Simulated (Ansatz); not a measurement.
Abridged Ansatz (a program for electronic structure) output:

```
Relaxation: its limit of steps is 50 (relax.max_steps)
Pseudopotential: Ge, paw, valence charge 14
Pseudopotential: Cu, paw, valence charge 19
Pseudopotential: Se, paw, valence charge 16
Pseudopotential: Cd, paw, valence charge 20
Crystal: 8 atoms, lattice volume = 186.420 Å³
Basis set: ecut = 420 eV, 3679 PW (Γ), exchange–correlation on 96×96×96 points (8 copies of the dense FFT grid, shifted against one another)
Bands: 82, of which v1, the nominal top of the filled ones, is band 68 counted from 1 (67 counted from 0)
Symmetry: 4 space group operations
k-points: 95 of 512 (time reversal used)
Functional: x = pbesol(κ = 0.804, μ = 0.12345679012345678), c = pbesol(β = 0.046)
SCF iter   1: F=—  HF=-47314.420072 eV  |F-HF|=—  |Δ(HF+E_count)|=         —  Δρ=7.31e-3  dr2=6.54e-2  ethr=1.77e-3  ⟨swp⟩=6.0  Hψ=28080  notcnv=0  defer=11
SCF iter   2: F=—  HF=-47314.420252 eV  |F-HF|=—  |Δ(HF+E_count)|=   1.79e-4  Δρ=7.10e-3  dr2=6.74e-2  ethr=4.81e-5  ⟨swp⟩=2.0  Hψ=16162  notcnv=0  defer=653
SCF 1 converged in 13 iterations: F = -47314.405591 eV  dr2 = 2.45e-10
relax step   1: F+E_penalty+E_count = -47314.40559106 eV  Δ(F+E_penalty+E_count) = +0.000e0 eV  max|allowed force component| = 3.264e-2 eV/Å  Δτ_max = 0.0000 Å  (13 SCF iters, accepted)
Crystal: 8 atoms, lattice volume = 186.420 Å³
SCF iter   1: F=—  HF=-47314.406308 eV  |F-HF|=—  |Δ(HF+E_count)|=         —  Δρ=5.45e-4  dr2=4.21e-4  ethr=3.09e-7  ⟨swp⟩=2.0  Hψ=21528  notcnv=0  defer=652
SCF iter   2: F=—  HF=-47314.406193 eV  |F-HF|=—  |Δ(HF+E_count)|=   1.16e-4  Δρ=2.77e-4  dr2=1.04e-4  ethr=3.09e-7  ⟨swp⟩=2.0  Hψ=9046  notcnv=0  defer=652
SCF 2 converged in 9 iterations: F = -47314.406139 eV  dr2 = 3.12e-10
relax step   2: F+E_penalty+E_count = -47314.40613883 eV  Δ(F+E_penalty+E_count) = -5.478e-4 eV  max|allowed force component| = 1.812e-2 eV/Å  Δτ_max = 0.0062 Å  (9 SCF iters, accepted)
Crystal: 8 atoms, lattice volume = 186.420 Å³
SCF iter   1: F=—  HF=-47314.406282 eV  |F-HF|=—  |Δ(HF+E_count)|=         —  Δρ=2.75e-4  dr2=1.02e-4  ethr=7.85e-7  ⟨swp⟩=2.4  Hψ=13502  notcnv=0  defer=652
SCF iter   2: F=—  HF=-47314.406243 eV  |F-HF|=—  |Δ(HF+E_count)|=   3.85e-5  Δρ=1.41e-4  dr2=2.70e-5  ethr=7.48e-8  ⟨swp⟩=1.4  Hψ=9302  notcnv=0  defer=652
SCF 3 converged in 8 iterations: F = -47314.406236 eV  dr2 = 2.09e-10
[...]
Fermi energy:    8.736565 eV
--- Forces (eV/Å), atoms counted from 1 ---
  atom   1  Ge    -0.00000000     0.00000000     0.00000000
  atom   2  Cu    -0.00000000     0.00000000     0.00022074
  atom   3  Cu    -0.00000000     0.00000000    -0.00022074
  atom   4  Se     0.00005539     0.00007738    -0.00013829
  atom   5  Se     0.00005539    -0.00007738     0.00013829
  atom   6  Se    -0.00005539    -0.00007738    -0.00013829
  atom   7  Se    -0.00005539     0.00007738     0.00013829
  atom   8  Cd    -0.00000000     0.00000000     0.00000000
--- Stress (GPa, compression-positive) ---
       -2.519253       0.000000      -0.000000
        0.000000      -1.572018       0.000000
       -0.000000       0.000000      -1.523118
  P = ⅓ Tr σ = -1.8715 GPa (-18.715 kbar)
--- Relaxed structure (5 steps of the walk, 5 accepted, 0 SCFs on fresh bases) ---
  atoms:
    - { symbol: Ge, position: [0.49999999999999994, 0.49999999999999994, -3.9494880899181055e-21] }
    - { symbol: Cu, position: [0.25167513222894683, 0.7516751322289468, 0.4999999999999999] }
    - { symbol: Cu, position: [0.7483248677710531, 0.2483248677710531, 0.5] }
    - { symbol: Se, position: [0.40390675469924586, 0.40565606226062334, 0.5352348135367424] }
    - { symbol: Se, position: [0.5960932453007539, 0.13132805883749643, 0.0017493075613774223] }
    - { symbol: Se, position: [0.8704212487238809, 0.8686719411625036, 0.4647651864632575] }
    - { symbol: Se, position: [0.129578751276119, 0.5943439377393765, -0.0017493075613774223] }
    - { symbol: Cd, position: [7.897190251174603e-21, -7.824986906440331e-22, -3.949488089919017e-21] }
```

### Question
What was computed, and what are the main results?

### Answer
CdCu2GeSe4, 8 atoms in the cell, with PBEsol (Ansatz, PAW, scalar-relativistic without spin-orbit coupling). The last SCF converged to F = -47314.406352 eV, or -5914.3008 eV per atom, at a pressure of -1.87 GPa. The total energy compares only with runs of the same code, potentials and settings.

The cells carry an imposed strain or load. Whether these cells are dynamically stable was not tested. All final runs are without spin polarisation. The cell was made from CdCu2GeSe4 (space group I-42m, No. 121) by this change: uniaxial strain ε_xx = +3.00 %.

Keys are those of Ansatz 0.2.
